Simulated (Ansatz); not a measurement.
The starting structures come from a database of crystals and need not be the phases stable at ambient conditions.

Consider the following.

```yaml
crystal:
  lattice:
    - [6.58611, 0.00000, 0.00000]
    - [0.00000, 6.91710, 0.00000]
    - [0.00000, 3.45855, 1.99679]
  atoms:
    - { symbol: Ga, position: [0.00002, 0.66667, 0.00000] }
    - { symbol: Ga, position: [0.50002, 0.33333, 0.00000] }
    - { symbol: As, position: [0.62598, 0.66667, 0.00000] }
    - { symbol: As, position: [0.12598, 0.33333, 0.00000] }
```

The cell is taken as given.

Transport runs along the normal of the first two printed cell vectors, the (110) plane of the conventional cell.

No gap correction and no spin-orbit coupling; mid-gap is the computed energy nearest the middle.

**Question.** State the band gap and the smallest decay constant κ at mid-gap according to r2SCAN (Ansatz, a quantum-chemistry and plane-wave program).

**Answer.** Gap 0.97 eV on a 6×16×16 mesh; κ = 0.058 1/Å, at the zone centre.
